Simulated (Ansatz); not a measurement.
Effort and miss along a sweep of kpoints.mp_grid.grid: CuPb2S2Cl2 (I4/mmm, 7 atoms in the cell)

Cell: a = 8.7035 Å, b = 8.7035 Å, c = 8.7035 Å, α = 150.04°, β = 150.04°, γ = 42.89°.

Method of the run: PBEsol, default PAW files made with PBE (plane waves; Ansatz, a program for electronic structure).

Base settings: kpoints.mp_grid.grid = 6 6 6; hamiltonian.xc = pbesol; hamiltonian.pseudopotentials = {kind: paw} (the program's default PAW files); scf.occupations.method = cold; scf.occupations.width = 0.02 Ry.

Misses are taken against the tightest run, 20 20 20, which need not be fully converged itself. The energy is the free energy per atom.

The count of work is k-points × plane waves × bands × iterations; it is no time, and leaves out set-up, grids and terms that scale otherwise. Core times come from one kind of shared machine and are given to one figure; runs under 30 s give none.

The starting cell comes from a database of computed structures (which also holds hypothetical and non-ambient phases and stackings), without a prior relaxation at this level. Spin polarisation is off; with an odd number of electrons in the cell that forces a metal, and a magnetic state may lie lower. Ansatz's pressure includes its estimate of the finite-basis (Pulay) stress.

The runs (kpoints.mp_grid.grid): 1 1 1 | 2 2 2 | 3 3 3 | 4 4 4 | 5 5 5 | 6 6 6 | 7 7 7 | 8 8 8 | 10 10 10 | 11 11 11 | 14 14 14 | 16 16 16 | 20 20 20.

Problem. Which is the coarsest setting among those run that, with all tighter ones, holds the energy within 10 meV/atom of the reference, and what does it save?

Solution. 3 3 3, off by 2.9 meV/atom; it needs 0.0083 of the reference's count of work.

Problem. Which is the coarsest setting among those run that, with all tighter ones, holds the energy within 0.5 meV/atom of the reference, and what does it save?

Solution. 7 7 7, off by 0.32 meV/atom; it needs 0.069 of the reference's count of work.

Problem. What does the step from 5 5 5 to 8 8 8 buy?

Solution. It takes the miss in the energy from 2.4 to 0.37 meV/atom, for 2.9 times the count of work.

```tsv
kpoints.mp_grid.grid	energy less reference (meV/atom)	pressure less reference (GPa)	largest difference in the force on any atom (eV/Å)	count of work / reference	core time / reference (rough)
1 1 1	225.23	1.02	0.854	0.0064	–
2 2 2	17.67	0.31	0.494	0.0062	–
3 3 3	2.85	-0.03	0.127	0.0083	–
4 4 4	7.72	0.09	0.028	0.023	–
5 5 5	-2.42	0.01	0.057	0.031	–
6 6 6	-2.17	-0.02	0.025	0.052	–
7 7 7	0.32	-0.02	0.020	0.069	–
8 8 8	0.37	-0.01	0.011	0.092	–
10 10 10	-0.16	0.00	0.002	0.18	–
11 11 11	0.09	0.00	0.004	0.22	0.2
14 14 14	-0.03	0.00	0.000	0.42	0.4
16 16 16	0.01	0.00	0.000	0.54	0.6
20 20 20	0.00	0.00	0.000	1.0	1
```

Left out of this page: 1 run of the series stopped by limits of time or memory.

Keys are those of Ansatz 0.2.
